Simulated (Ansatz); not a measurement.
The parent structure is SiC in the zinc blende structure (space group F-43m, No. 216; a = 4.356 Å). Axes: x, y, z lie along the cube axes.

Computed with Ansatz (a first-principles code) r2SCAN, without spin-orbit coupling.

Strains are applied to the cell and any free atomic positions relax.

One change was made to it. Results:

The smallest direct gap falls by 0.24 eV, from 5.05 eV to 4.81 eV; the valley order (the lowest conduction-band minima on the path, energy above the VBM, named in the base's zone) goes from X along ⟨100⟩ 1.71 eV to X along [001] 1.57 eV; X along [010] 1.60 eV.

**Question.** Which change produced these results?
A. tensor shear ε_xy = +1.71 %
B. tensor shear ε_xy = +0.57 %
C. tensor shear ε_xy = +1.14 %

**Answer.** C, tensor shear ε_xy = +1.14 %. For comparison, the valley order in the other runs: tensor shear ε_xy = +0.57 % gives X along [001] 1.65 eV; X along [010] 1.66 eV; tensor shear ε_xy = +1.71 % gives X along [001] 1.48 eV; X along [010] 1.54 eV.

Gaps are Kohn–Sham eigenvalue differences; semilocal functionals usually give less than the measured gap. Whether these cells are dynamically stable was not tested.
